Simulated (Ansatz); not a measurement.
A computed series for InP: response to strain

Base system: InP in the zinc blende structure (space group F-43m, No. 216; a = 5.907 Å). Axes: x, y, z lie along the cube axes.

Strains are applied to the cell and any free atomic positions relax.

Calculations: Ansatz (an electronic-structure program), r2SCAN, PAW, cutoff 500 eV, scalar-relativistic without spin-orbit coupling.

Notes on the quantities. energy relative to the base: free energy F.

| variant | band gap | volume per atom | energy relative to the base |
|---|---|---|---|
| base | 1.03 eV | 25.76 Å³ | 0 meV/atom |
| tensor shear ε_xy = +0.29 % | 1.01 eV | 25.76 Å³ | +0.1 meV/atom |
| tensor shear ε_xy = +1.14 % | 0.94 eV | 25.76 Å³ | +1.9 meV/atom |
| tensor shear ε_xy = +1.43 % | ? | 25.76 Å³ | +3.0 meV/atom |
| tensor shear ε_xy = +2.00 % | 0.86 eV | 25.75 Å³ | +5.9 meV/atom |
| tensor shear ε_xy = +0.86 % | ? | 25.76 Å³ | ? |
| tensor shear ε_xy = +1.71 % | 0.89 eV | 25.76 Å³ | ? |
| tensor shear ε_xy = +0.57 % | 0.99 eV | 25.76 Å³ | +0.5 meV/atom |

Task: What belongs in the blanks?

Result: 
- tensor shear ε_xy = +1.43 %, band gap: 0.92 eV
- tensor shear ε_xy = +0.86 %, band gap: 0.97 eV
- tensor shear ε_xy = +0.86 %, energy relative to the base: +1.1 meV/atom
- tensor shear ε_xy = +1.71 %, energy relative to the base: +4.3 meV/atom

No phonon test of stability was made.
